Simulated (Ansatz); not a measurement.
The reference is Sn in the diamond structure (space group Fd-3m, No. 227).

```
Sn
1.0
    0.00000     3.28324     3.28324
    3.28324     0.00000     3.28324
    3.28324     3.28324     0.00000
Sn
2
Direct
  0.00000   0.00000   0.00000
  0.25000   0.25000   0.25000
```

Cartesian axes are those of the cell as printed.

Calculations: r2SCAN (Ansatz, a quantum-chemistry and plane-wave program), spin-orbit coupling left out.

Strains are applied to the cell and any free atomic positions relax; under biaxial strain the out-of-plane vector relaxes too.

One change was made to it. Results:

The pressure (mean of the normal stresses, compression positive) goes from zero to 0.8 GPa; the energy increases by 3.4 meV/atom; the shortest interatomic distance shrinks by 0.021 Å to 2.822 Å.

What was done to the base?
(A) biaxial strain −2.08 %, plane normal [111], relaxed out of plane
(B) biaxial strain −1.25 %, plane normal [111], relaxed out of plane
(C) biaxial strain −2.50 %, plane normal [111], relaxed out of plane
(D) biaxial strain −1.67 %, plane normal [111], relaxed out of plane

B, biaxial strain −1.25 %, plane normal [111], relaxed out of plane. For comparison, the energy relative to the base in the other runs: biaxial strain −2.08 %, plane normal [111], relaxed out of plane gives +9.6 meV/atom; biaxial strain −2.50 %, plane normal [111], relaxed out of plane gives +14 meV/atom; biaxial strain −1.67 %, plane normal [111], relaxed out of plane gives +6.1 meV/atom.

Whether these cells are dynamically stable was not tested.
